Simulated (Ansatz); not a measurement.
Here is the system:

```yaml
crystal:
  lattice:
    - [0.00000, 2.83809, 2.83809]
    - [2.83809, 0.00000, 2.83809]
    - [2.83809, 2.83809, 0.00000]
  atoms:
    - { symbol: Ge, position: [0.00000, 0.00000, 0.00000] }
    - { symbol: Ge, position: [0.25000, 0.25000, 0.25000] }
```

The numbers are results of PBE with spin-orbit coupling, rigid bands (plane waves, PAW; Ansatz, a program for electronic structure), not measurements. How the cell was made: cell and atoms relaxed with PBEsol.

### Question
Is this a good metal at this level?

### Answer
No. No gap shows, but r2SCAN opens one on the same cell, so the missing gap may be the functional's error (that test had no spin-orbit coupling). N(E_F) = 0.0076 states/eV a cell at 300 K and the Drude plasma energy along the best axis is 0.21 eV, several times under that of a simple or noble metal.
